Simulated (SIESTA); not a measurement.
A self-consistent single point of Zn₃P₂O₈ (P2_1/c, 26 atoms in the cell) with SIESTA.

Method: LDA PW92, numerical atomic orbitals DZP, PseudoDojo LDA standard norm-conserving potentials (rewritten from UPF to PSML) in SIESTA 5.4.2.

```xyz
26
Lattice="5.1610 0.0000 0.0000 0.0000 8.6466 0.0000 -4.4077 0.0000 7.6804" Properties=species:S:1:pos:R:3 pbc="T T T"
Zn     3.2559     7.4543     2.9175
Zn    -2.5026     1.1923     4.7630
Zn    -0.2987     3.1310     0.9227
Zn     1.0520     5.5156     6.7577
Zn    -2.2039     4.3233     3.8402
Zn     0.0000     0.0000     0.0000
P      2.5607     1.6524     1.5082
P     -1.8074     6.9941     6.1722
P      0.3965     5.9757     2.3320
P      0.3568     2.6708     5.3484
O      3.1046     3.0844     1.9373
O     -2.3513     5.5622     5.7431
O     -0.1475     7.4077     1.9029
O      0.9008     1.2389     5.7775
O      2.5783     0.6922     2.7628
O     -1.8250     7.9543     4.9176
O      0.3789     5.0155     1.0774
O      0.3744     3.6310     6.6030
O      1.0819     1.7118     0.9758
O     -0.3286     6.9347     6.7046
O      1.8753     6.0351     2.8644
O     -1.1220     2.6114     4.8160
O      1.3151     3.1930     4.2336
O     -0.5618     5.4536     3.4468
O     -2.7657     7.5163     7.2871
O      3.5190     1.1303     0.3934
```

Reference input (self-consistent single point, DFT, LDA PW92, numerical atomic orbitals DZP, PseudoDojo LDA standard norm-conserving potentials (rewritten from UPF to PSML)): XC.functional = LDA; XC.authors = PW92; potentials = PseudoDojo LDA standard; PAO.BasisSize = DZP; PAO.EnergyShift = 0.01 Ry; MeshCutoff = 400 Ry; kgrid.MonkhorstPack = 5 3 3; OccupationFunction = FD; ElectronicTemperature = 10 K; MaxSCFIterations = 150; SCF.Mixer.Method = Pulay; SCF.Mixer.Weight = 0.2. This run's input differs from it in these lines:

```diff
@@ -53,5 +53,5 @@
 %block kgrid.MonkhorstPack
-    5   0   0  0.0
-    0   3   0  0.0
-    0   0   3  0.0
+    3   0   0  0.0
+    0   2   0  0.0
+    0   0   2  0.0
 %endblock kgrid.MonkhorstPack
```

Output, abridged:

```
        iscf     Eharris(eV)        E_KS(eV)     FreeEng(eV)     dDmax    Ef(eV) dHmax(eV)
   scf:    1   -41753.592171   -41943.439758   -41943.439758  1.312801 -0.715320 32.349981
   scf:    2   -42098.211914   -42034.958625   -42034.958625  0.473726 -3.003041 12.396348
   scf:    3   -42053.491169   -42046.446802   -42046.446802  0.239927 -5.000035  4.043952
   scf:    4   -42047.379479   -42046.959689   -42046.959689  0.044413 -5.431046  2.549516
   scf:    5   -42047.335994   -42047.241155   -42047.241155  0.080138 -2.599292  0.575883
   scf:    6   -42047.280331   -42047.263917   -42047.263917  0.016230 -2.497729  0.114152
   scf:    7   -42047.269797   -42047.267011   -42047.267011  0.004807 -2.516919  0.083145
   scf:    8   -42047.267941   -42047.267911   -42047.267911  0.008073 -2.492348  0.072978
   scf:    9   -42047.268310   -42047.268168   -42047.268168  0.001782 -2.511331  0.005533
   scf:   10   -42047.268171   -42047.268170   -42047.268170  0.000199 -2.513724  0.001662
   scf:   11   -42047.268170   -42047.268170   -42047.268170  0.000100 -2.513248  0.000981
   scf:   12   -42047.268170   -42047.268170   -42047.268170  0.000024 -2.513520  0.000108
   scf:   13   -42047.268170   -42047.268170   -42047.268170  0.000010 -2.513544  0.000046
SCF Convergence by DM+H criterion
max |DM_out - DM_in|         :     0.0000098987
max |H_out - H_in|      (eV) :     0.0000462141
SCF cycle converged after 13 iterations

Using DM_out to compute the final energy and forces

siesta: E_KS(eV) =           -42047.2682

siesta: E_KS - E_eggbox =    -42047.2682

siesta: Atomic forces (eV/Ang):
     1    0.059174    0.033732    0.202702
     2   -0.059174   -0.033732   -0.202702
     3   -0.059174    0.033732   -0.202702
   [... 23 lines left out ...]
   Tot    0.000000    0.000000   -0.000000
   Max    0.390522
   Res    0.179950    sqrt( Sum f_i^2 / 3N )
   Max    0.390522    constrained

Stress tensor Voigt[x,y,z,yz,xz,xy] (kbar):      154.37      150.57      134.82        0.00       -6.65       -0.00
(Free)E + p*V (eV/cell)   -42078.6260
Target enthalpy (eV/cell)   -42047.2682

   [... lines left out ...]
siesta: FreeEng =    -42047.268170
siesta: Cell volume =        342.739979 Ang**3
siesta:        -146.58589939       -151.43988712  kBar
   [... lines left out ...]

Mulliken Atomic Populations:
Atom #   charge [q] valence [e]  Species
     1     0.736478   19.263522  Zn
     2     0.736478   19.263522  Zn
     3     0.736478   19.263522  Zn
     4     0.736478   19.263522  Zn
     5     0.561670   19.438330  Zn
     6     0.561670   19.438330  Zn
     7     0.055568    4.944432  P
     8     0.055568    4.944432  P
     9     0.055568    4.944432  P
   [... 17 lines left out ...]
 Total     0.000000
```

The run converged in 13 iterations. Against the reference run the free energy is nearly the same (within 1 meV/atom), the pressure moves little (-14.65 to -14.66 GPa), the largest force stays at 0.481 eV/Å and the gap on the mesh goes from 3.718 to 3.731 eV.

The starting cell comes from a database of computed structures (which also holds hypothetical and non-ambient phases and stackings), without a prior relaxation at this level. Its lattice was rescaled by a random factor within 2.5 % of one. Values carry the incompleteness of an atom-centred basis. With a pressure of about -15 GPa the cell is away from its equilibrium volume at this level.

Cost on one core of a shared machine: roughly 50 s.
